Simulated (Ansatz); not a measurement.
Start from MgB$_{2}$ (space group P6/mmm, No. 191; a = 3.0753 Å, c = 3.5248 Å; relaxed with 0.1 eV smearing).

Method: Kohn–Sham DFT with the PBE functional, run in Ansatz (an electronic-structure program) with PAW and 420 eV plane waves, without spin-orbit coupling.

Base values:

| Property | Value |
|---|---|
| Band gap | zero |
| Pressure | 0.0 GPa |

Now apply this change: every lattice vector is stretched by 2.00 %; the atoms relax in the strained cell.

Task: Estimate the effect on the energy relative to the base, band gap and pressure.

Result: The energy increases by 16 meV/atom; the band gap is still zero; the pressure (mean of the normal stresses, compression positive) goes from zero to -8.1 GPa.

Whether these cells are dynamically stable was not tested. The final runs are not spin-polarised.
